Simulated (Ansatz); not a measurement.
The parent structure is BN in the wurtzite structure (space group P6_3mc, No. 186).

```yaml
crystal:
  lattice:
    - [2.54100, 0.00000, 0.00000]
    - [-1.27050, 2.20057, 0.00000]
    - [0.00000, 0.00000, 4.20330]
  atoms:
    - { symbol: B, position: [0.33333, 0.66667, 0.00027] }
    - { symbol: B, position: [0.66667, 0.33333, 0.50027] }
    - { symbol: N, position: [0.33333, 0.66667, 0.37473] }
    - { symbol: N, position: [0.66667, 0.33333, 0.87473] }
```

Cartesian axes are those of the cell as printed.

Method: Ansatz (a program for electronic structure) PBEsol, scalar-relativistic without spin-orbit coupling.

One thing is altered: uniaxial strain ε_zz = −1.80 %, all other strain components held at zero, atoms relaxed at fixed cell.

Problem. Predict the stress tensor and what it implies for the stiffness.

Solution. Stress of the strained cell less that of the base (GPa, compression positive):
```
   1.22    0.00    0.00
   0.00    1.22    0.00
   0.00    0.00   20.01
```

Then −Δσ_ii/ε with ε = -0.0180 gives secant stiffness values (nonlinear terms included at this strain): C33 ≈ 1110 GPa, C13 ≈ 68 GPa and C23 ≈ 68 GPa.

As a check, the harmonic strain energy −½ V₀ Δσ:ε is 6.6 meV/atom; the computed energy rise is 6.5 meV/atom.

Whether these cells are dynamically stable was not tested.
